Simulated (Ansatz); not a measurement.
# Response to strain in BP

Take BP in the zinc blende structure (space group F-43m, No. 216) as the base.

```
BP
1.0
    0.00000     2.26828     2.26828
    2.26828     0.00000     2.26828
    2.26828     2.26828     0.00000
B P
1 1
Direct
  0.00000   0.00000   0.00000
  0.25000   0.25000   0.25000
```

Cartesian axes are those of the cell as printed.

Strains are applied to the cell and any free atomic positions relax; under biaxial strain the out-of-plane vector relaxes too.

Level of theory: Kohn–Sham DFT with the r2SCAN functional, run in Ansatz (a program for electronic structure) with PAW and 500 eV plane waves, scalar-relativistic without spin-orbit coupling.

```json
[
 {"biaxial strain, plane normal [001], relaxed out of plane (%)": "0", "out-of-plane strain (%)": "0.00"},
 {"biaxial strain, plane normal [001], relaxed out of plane (%)": "0.5", "out-of-plane strain (%)": "-0.20"},
 {"biaxial strain, plane normal [001], relaxed out of plane (%)": "1", "out-of-plane strain (%)": "?"},
 {"biaxial strain, plane normal [001], relaxed out of plane (%)": "1.5", "out-of-plane strain (%)": "-0.61"},
 {"biaxial strain, plane normal [001], relaxed out of plane (%)": "2", "out-of-plane strain (%)": "-0.82"},
 {"biaxial strain, plane normal [001], relaxed out of plane (%)": "2.5", "out-of-plane strain (%)": "-1.02"},
 {"biaxial strain, plane normal [001], relaxed out of plane (%)": "3", "out-of-plane strain (%)": "-1.22"}
]
```

Fit ε⊥ = −νε + γε² (strains in %) to the rows shown and predict the withheld row.

Least squares on the printed values gives ν = 0.41 (the biaxial Poisson response) and γ = 0.000 (largest residual 0.00 %); this predicts -0.41 %, and the run gives -0.41 %, in agreement.

No phonon test of stability was made.
